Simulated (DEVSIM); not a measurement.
Structure: Si n-i-p diode, at 300 K.

```csv
layer (left to right),material,thickness (μm),Nd (cm⁻³),Na (cm⁻³),τn (s),τp (s)
1,Si,0.350,5.7e18,-,0.0007,0.0007
2,Si,26.0,-,3.4e11,0.0007,0.0007
3,Si,1.90,-,9.2e17,0.0007,0.0007
```

Left contact: ohmic. Right contact: ohmic. Voltage is applied to the left contact. Recombination: SRH at mid-gap, radiative. Gap narrowing is on: ΔEg = 6.92 meV × (l + √(l² + 0.5)), l = ln(N/1.3e17 cm⁻³), shared equally by both band edges. Mobility is μmin + (μ − μmin)/(1 + (N/Nref)^α).

Constants are typed, rounded textbook-type inputs, not results; the design itself was drawn at random and stands for no fabricated device. Values at 300 K.

```
parameter           Si
-------------  -------
gap (eV)         1.124
affinity (eV)     4.05
permittivity      11.7
Nc (cm⁻³)      2.86e19
Nv (cm⁻³)       3.1e19
μn (cm²/Vs)       1417
μp (cm²/Vs)        470
μn,min              52
μp,min              45
Nref,n          9.7e16
Nref,p          2.2e17
αn                0.68
αp                0.72
B (cm³/s)      4.7e-15
```

Model (solved in DEVSIM): 1D drift-diffusion, Boltzmann statistics, complete ionisation; no tunnelling, impact ionisation, image-force lowering or self-heating.

### Question
Give the dark reverse current.

### Answer

```json
[
 {"V (V)": "0.40", "J (A/cm²)": "1.7e-9"},
 {"V (V)": "1.00", "J (A/cm²)": "2.2e-9"},
 {"V (V)": "2.00", "J (A/cm²)": "2.6e-9"},
 {"V (V)": "3.00", "J (A/cm²)": "2.7e-9"},
 {"V (V)": "4.00", "J (A/cm²)": "2.8e-9"},
 {"V (V)": "6.00", "J (A/cm²)": "2.9e-9"},
 {"V (V)": "8.00", "J (A/cm²)": "3.0e-9"},
 {"V (V)": "10.00", "J (A/cm²)": "3.0e-9"},
 {"V (V)": "13.00", "J (A/cm²)": "3.1e-9"},
 {"V (V)": "16.00", "J (A/cm²)": "3.1e-9"},
 {"V (V)": "20.00", "J (A/cm²)": "3.1e-9"}
]
```
